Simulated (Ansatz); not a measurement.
Consider this model of amorphous Si$_{34}$N$_{36}$.

```xyz
70
Lattice="9.5171 -0.3421 -0.2054 -0.3421 9.1945 0.2731 -0.2054 0.2731 9.6205" Properties=species:S:1:pos:R:3 pbc="T T T"
Si     2.6228     7.5506     2.4204
Si     0.3768     0.6024     1.1491
Si     3.3412     1.5111     2.9575
Si     8.6321     3.3080     1.3989
Si     7.4239     0.3680     1.2195
Si     2.4574     3.7441     4.4066
Si    -0.2794     7.8371     5.3656
Si     3.4042     3.2839     1.2123
Si     3.7188     5.6842     4.6786
Si     4.4545     7.6869     8.2979
Si     4.6267     0.2432     0.5534
Si     0.0070     6.8264     8.2733
Si     1.3272     5.3831     0.5328
Si     8.1265     2.9494     4.2276
Si     1.3344     9.2000     3.3364
Si     6.4470     0.7794     7.7627
Si     8.0732     4.2814     8.7968
Si     8.6804     0.8116     5.7624
Si    -0.2446     4.9110     6.1933
Si     6.2119     5.0440     5.5529
Si     1.5097     3.6849     8.0626
Si     0.6864     5.6844     3.4835
Si     3.0268     5.3236     7.0248
Si     7.6843     7.3207     2.6713
Si     5.1470     4.8908     9.2256
Si     2.1293     7.8892     8.9769
Si     1.6750     1.1139     6.0731
Si     7.2068     6.6305     0.2844
Si     6.0345     4.6204     2.5214
Si     5.0332     8.6915     3.6560
Si     0.3019     0.9400     8.4532
Si     6.2238     7.4845     5.9424
Si     4.0738     1.1664     5.7193
Si     5.4548     3.5566     7.1348
N      7.7367     4.2321     5.3108
N      2.1570     3.8832     0.1024
N      3.7893     1.5829     1.2027
N      6.9123     6.0094     1.8854
N      0.5983     4.2924     4.6732
N      6.6861     8.7769     3.0066
N      3.4745     8.9333     9.0729
N      5.2747     4.8898     4.0550
N      7.4023     3.4405     2.6896
N      9.0153     6.6683     3.6209
N      0.9441     9.0031     5.0391
N      5.4340     6.6081     9.2089
N      2.9921     6.8591     7.8440
N      4.6732     0.9891     4.0125
N      1.5323     1.9572     7.7785
N      2.1757     6.8311     0.9202
N      2.3656     6.3177     3.6345
N      2.7857     3.1621     2.8136
N      4.9021     7.4585     4.8050
N      4.1874     8.2876     2.1797
N      0.5726     8.4859     8.4141
N      8.7163     1.5293     1.3553
N      7.7804     8.3440     5.6015
N      8.1811     0.9647     7.4983
N      6.2734     0.5372    -0.0472
N      5.4031     1.8567     6.8057
N     -0.1940     4.2128     7.8105
N      8.1099     8.1041     1.0539
N      4.9092     4.1993     1.2242
N      2.7068     2.3117     5.3091
N      0.0354     6.5710     6.5290
N      6.4514     3.9006     8.5197
N      5.6512     8.4302     7.3251
N      0.3630     4.9013     1.9581
N      8.0512     6.0862     8.8403
N      4.1141     4.3047     7.9729
```

Computed with PBE, scalar-relativistic without spin-orbit coupling (plane waves to 420 eV, PAW; Ansatz, a first-principles code). The usual formal charges leave 28 electrons over, so the level spacing at the Fermi energy parts defect or band states and needn't be the band gap.

The cell was made by melting and quenching with the CHGNet potential and then relaxed with DFT. N atoms were pushed apart under 1.9 Å during the dynamics, to hinder bonds among them. The hot cell started wider than the set density and was brought back towards it in steps. It is the lowest in DFT energy of 2 quenches. It is a model cell: composition and starting density were chosen by hand, and all elements were melted together. No dispersion term was used. Its density started from a set value of 2.98 and ended at 2.89 g/cm³. The simulated quench (nominally 1500 K/ps over its main leg) is rapid and tends to freeze in more defects than a deposited or slowly cooled glass has. A cell of this size samples the disorder only roughly. Volume and shape were free in the relaxation. On a 2×2×2 Γ-centred mesh force components of up to 0.27 eV/Å stay, since the relaxation ran on the zone centre alone.

Neighbours within Si-Si 2.60 Å, Si-N 2.32 Å, N-N 1.70 Å count as bonded. Two cations that share two anions don't count as bonded, nor two that share one unless they lie closer than Si-Si 2.38 Å.

Problem. Give the coordination numbers, mean bond lengths and angles.

Solution. 
The mean coordination of Si by anions is 3.24 (1 with 1, 4 with 2, 15 with 3, 14 with 4); 24 close contacts or bonds to cations besides, the mean coordination of N is 3.06 (34 with 3, 2 with 4) and the mean Si-N bond is 1.778 Å (spread 0.076 Å, 110 counted). The mean Si-Si bond is 2.386 Å (spread 0.087 Å, 12 counted). The bond angle at Si comes out as mean 108.8°, spread 13.0° and the bond angle at N is mean 117.0°, spread 15.9°.

Problem. Which atoms depart from the most common coordination of their element?

Solution. Si9 has 5 (N51 1.82 Å, N42 1.85 Å, N53 2.14 Å, Si6 2.33 Å, Si23 2.47 Å); Si14 has 3 (N35 1.72 Å, N43 1.77 Å, N39 2.24 Å; Si18 at 2.69 Å just beyond); Si18 has 3 (N57 1.81 Å, N58 1.81 Å, Si27 2.51 Å; Si14 at 2.69 Å just beyond); Si33 has 3 (N48 1.82 Å, N64 1.83 Å, N60 1.85 Å); N39 has 4 (Si22 1.83 Å, Si19 1.85 Å, Si6 1.96 Å, Si14 2.24 Å); N62 has 4 (Si5 1.84 Å, Si24 1.85 Å, Si28 1.89 Å, Si2 1.98 Å).
